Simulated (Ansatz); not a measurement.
Quick settings and what they miss: TiNi (P2_1/m, 4 atoms in the cell)

Self-consistent single point.

```yaml
crystal:
  lattice:
    - [2.94316, 0.00000, 0.00000]
    - [0.00000, 4.03757, 0.00000]
    - [-1.29020, 0.00000, 4.73904]
  atoms:
    - { symbol: Ti, position: [0.63045, 0.75000, 0.78293] }
    - { symbol: Ti, position: [0.36955, 0.25000, 0.21707] }
    - { symbol: Ni, position: [0.92338, 0.75000, 0.32890] }
    - { symbol: Ni, position: [0.07662, 0.25000, 0.67110] }
```

Computed with PBEsol, default PAW files made with PBE (plane waves; Ansatz, a quantum-chemistry and plane-wave program).

Base settings: basis.ecutwfc = 30.9 Ry; kpoints.mp_grid.grid = 12 8 7; hamiltonian.xc = pbesol; hamiltonian.pseudopotentials = {kind: paw} (the program's default PAW files); scf.occupations.method = cold; scf.occupations.width = 0.0073 Ry.

Tight run (finer mesh or higher cutoff; not a proven limit): basis.ecutwfc: 30.9 Ry → 43.4 Ry; kpoints.mp_grid.grid: 12 8 7 → 17 11 10; scf.convergence.dr2_threshold: default (1e-07 eV) → 1e-09 eV. It gave Fermi level (on the code's own zero) 15.20 eV; pressure -8.87 GPa; largest force (vector length) 0.118 eV/Å.

Quick runs, as changes from the base:
- A: the base itself
- B: basis.ecutwfc: 30.9 Ry → 15.4 Ry; kpoints.mp_grid.grid: 12 8 7 → 2 2 2; scf.occupations.method: cold → gaussian; scf.occupations.width: 0.0073 Ry → 0.01 Ry
- C: basis.ecutwfc: 30.9 Ry → 15.4 Ry; kpoints.mp_grid.grid: 12 8 7 → 4 4 4
- D: basis.ecutwfc: 30.9 Ry → 24.6 Ry; kpoints.mp_grid.grid: 12 8 7 → 6 6 6; scf.occupations.method: cold → gaussian; scf.occupations.width: 0.0073 Ry → 0.02 Ry
- E: basis.ecutwfc: 30.9 Ry → 15.4 Ry; kpoints.mp_grid.grid: 12 8 7 → 8 8 8; scf.convergence.dr2_threshold: default (1e-07 eV) → 0.001 eV
- F: basis.ecutwfc: 30.9 Ry → 21.7 Ry; kpoints.mp_grid.grid: 12 8 7 → 8 8 8; scf.occupations.method: cold → fermi_dirac; scf.occupations.width: 0.0073 Ry → 0.01 Ry; kpoints.mp_grid.shift: default → 0.5 0.5 0.5; scf.convergence.dr2_threshold: default (1e-07 eV) → 0.0001 eV

Energies are extrapolated to zero smearing width, which holds to low order in the width alone.

The count of work is k-points × plane waves × bands × iterations; it is no time. 

Pressures in the table are Ansatz's without its Pulay estimate, at a fixed set of plane waves; the tight run's value above holds the estimate.

The starting cell comes from a database of computed structures (which also holds hypothetical and non-ambient phases and stackings), without a prior relaxation at this level. Its lattice was rescaled by a random factor within 2.5 % of one. Spin polarisation is off. In the base run, with a pressure of about -9 GPa the cell is away from its equilibrium volume at this level.

| run | energy less tight (meV/atom) | pressure less tight (GPa) | largest miss in a force vector (eV/Å) | count of work / tight |
|---|---|---|---|---|
| A | 1.2 | 0.01 | 0.005 | 0.19 |
| B | 8102.6 | -421.32 | 0.528 | 0.0034 |
| C | 7785.7 | -417.41 | 0.396 | 0.013 |
| D | 37.0 | -5.12 | 0.033 | 0.060 |
| E | 7749.9 | -415.57 | 0.496 | 0.040 |
| F | 272.0 | -25.62 | 0.052 | 0.059 |

Among the runs at the tight run's level, the energy misses run from 1.2 to 8102.6 meV/atom.

Keys are those of Ansatz 0.2.
